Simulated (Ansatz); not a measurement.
## Au: Au → Ag

Consider Au in the fcc (Cu type) structure (space group Fm-3m, No. 225; a = 4.157 Å).

It is then changed as follows: full substitution Au → Ag; the structure is relaxed again.

Computed with Kohn–Sham DFT with the PBE functional, run in Ansatz (a first-principles code) with PAW and 420 eV plane waves, no SOC, earlier PAW set. Γ-centred 19×19×19 mesh, Fermi–Dirac width 0.05 eV.

| quantity | base | changed | shift |
|---|---|---|---|
| volume per atom | 17.96 Å³ | 17.86 Å³ | -0.10 Å³ |
| density | 18.21 g/cm³ | 10.03 g/cm³ | -8.18 g/cm³ |
| lattice parameter a | 4.157 Å | 4.149 Å | -0.008 Å |
| shortest interatomic distance | 2.940 Å | 2.934 Å | -0.006 Å |
| band gap | zero | zero | – |

No phonon test of stability was made.
